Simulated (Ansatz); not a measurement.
# Worked sum: formation energy of Ta_Cu in Cu (fcc, Fm-3m)

This concerns the formation energy of Ta_Cu in Cu (fcc, Fm-3m). Reaction: 63 Cu (fcc) + Ta (bcc) → cell A.

A: a supercell of 64 sites of Cu (fcc, Fm-3m) with Ta on a Cu site (12 Cu at 2.61 Å); spin state with PBE: run without spin.

Ansatz (a program for electronic structure) with PAW potentials; structures come from PBE relaxations, nuclei static, no net charge. Ansatz runs with its default PAW set. Other levels take these structures. The lattices are those relaxed with PBE, so at other levels the solids can be strained, which adds to the spread. Larger cells are relaxed from a start prepared with the learned potential CHGNet, on a coarser mesh till forces fall under 0.03 eV/Å, which some starts already meet. A dispersion term (D3(BJ), or D4 for r2SCAN) was computed beside these levels and is taken off wherever the name lacks it. Space groups of crystals are read within 0.01 Å. Spin-orbit coupling is left out. Mesh and cell size may move defect energies by 0.1 eV or more. Cell A has symmetry Fm-3m within 0.02 Å and got no random move, so less symmetric positions, which may lie lower, weren't tried.

Total energies of the cells in eV, at zero smearing width. They compare only within one column; the weights balance every element.

```json
[
 {"cell": "A: Cu:Ta_Cu", "atoms": "64", "weight": "+1", "PBE": "-427317.01951", "PBE+D3(BJ)": "-427354.25850"},
 {"cell": "Cu (fcc)", "atoms": "64", "weight": "−63/64", "PBE": "-424011.20562", "PBE+D3(BJ)": "-424048.05208"},
 {"cell": "Ta (bcc)", "atoms": "1", "weight": "−1", "PBE": "-9932.25093", "PBE+D3(BJ)": "-9932.90260"}
]
```

PBE: (-427317.01951) − 63/64 × (-424011.20562) − (-9932.25093) = 1.262 eV.

PBE+D3(BJ): (-427354.25850) − 63/64 × (-424048.05208) − (-9932.90260) = 0.945 eV.

What follows from the PBE value: With the reservoirs of the reaction as written, and without entropy terms or charged states, the share of sites that hold the defect in equilibrium is exp(−1.26 eV/k_BT) = 4.5×10^-7 at 1000 K.
